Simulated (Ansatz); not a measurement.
Where the default PAW files enter, the runs use the earlier of Ansatz's two default sets.

Inside the gap of an insulator the Bloch states are evanescent, with a wavenumber k + iκ along the transport direction.

Here is the system:

```
AgCl
1.0
    3.92114     0.00000     0.00000
   -1.96057     3.39581     0.00000
    1.96057     1.13194     3.20160
Ag Cl
1 1
Direct
  0.00000   0.00000   0.00000
  0.00000   0.50000   0.50000
```

Space group of this cell: Fm-3m, rock salt. The cell is taken as given.

Transport runs along the normal of the first two printed cell vectors, the (111) plane of the conventional cell.

No gap correction and no spin-orbit coupling; mid-gap values are interpolated between computed energies.

Question: Give the band gap and the smallest decay constant κ at mid-gap that Ansatz (a quantum-chemistry and plane-wave program) with r2SCAN yields.

Answer: Gap 1.47 eV on a 12×12×12 mesh; κ = 0.214 1/Å, at the zone centre.
